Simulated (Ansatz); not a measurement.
Consider the following.

```
Ag
1.0
    2.89028     0.00000     0.00000
    1.44514     2.50305     0.00000
    1.44514    -0.83435     2.32404
Ag
1
Direct
  0.00000   0.00000   0.00000
```

No spin polarisation.

Calculations: Ansatz (a first-principles code), PBEsol, PAW, cutoff 420 eV, no spin-orbit coupling. Γ-centred 28×28×28 mesh, Fermi–Dirac width 0.1 eV.

Predict the band gap, in-plane stress and space group.

The band gap is zero. The mean in-plane stress (compression positive) is -1.6 GPa and the space group is R-3m (No. 166).

The cells carry an imposed strain or load. Whether these cells are dynamically stable was not tested. The cell was made from Ag in the fcc (Cu type) structure (space group Fm-3m, No. 225) by this change: biaxial strain +0.83 %, plane normal [111], relaxed out of plane.
